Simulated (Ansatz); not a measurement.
Defect migration in anatase TiO2: interstitial Cu, charge state +1. The step: one Cu atom jumps by itself; the atom moves 3.08 Å along (0.00, 0.50, 0.25) of the unit cell; the moving atom starts with neighbours 4 O at 2.02 Å and ends with 4 O at 2.02 Å. DFT values are from Ansatz (plane-wave PAW, 420 eV unless said) in a cell of 108 host sites, spin-restricted, static, with no finite-size correction. The charge state is imposed; whether it is stable for some Fermi level was not computed. Sites that were not tried may lie lower. For the PBE band: the saddle point's order was not checked, and it lies on a symmetry element of the cell, where a band can be held.

| Level | Forward barrier (eV) | Cost of the band or of the saddle's single point |
|---|---|---|
| CHGNet universal potential (has no charge state), its own band | 0.59 | - |
| PBE, the Γ point alone, band relaxed | 0.61 | very roughly 40 core-minutes |
| PBE, a 2×2×2 k-point mesh shifted by half a step, same geometries | 0.54 | around 10 core-minutes (rough) |
| r2SCAN at 500 eV, the Γ point alone, same geometries | 0.63 | around 2.6 core-minutes (rough) |

Ansatz is an electronic-structure program.
